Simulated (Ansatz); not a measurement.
Defect: interstitial Mg in monoclinic ZrO2, charge state +2. The step: several atoms move together, Mg the farthest; the atom moves 3.48 Å along (0.00, 0.42, 0.50) of the unit cell; the moving atom starts with neighbours O at 1.91, O at 1.95, 2 O at 2.03, O at 2.11 Å and ends with O at 1.91, O at 1.95, 2 O at 2.03, O at 2.11 Å. DFT values are from Ansatz (plane-wave PAW, 420 eV unless said) in a cell of 96 host sites, spin-restricted, static, with no finite-size correction. The charge state is imposed; whether it is stable for some Fermi level was not computed. Sites that were not tried may lie lower. For the PBE band: the saddle point's order was not checked.

```csv
Level,Forward barrier (eV),Cost of the band or of the saddle's single point
"CHGNet universal potential (has no charge state), its own band",2.02,-
"PBE, the Γ point alone, band relaxed",2.45,roughly 30 core-minutes
"PBE, a 2×2×2 k-point mesh shifted by half a step, same geometries",2.46,very roughly 6 core-minutes
"r2SCAN at 500 eV, the Γ point alone, same geometries",2.50,around 100 core-seconds (rough)
```

Ansatz is a program for electronic structure.
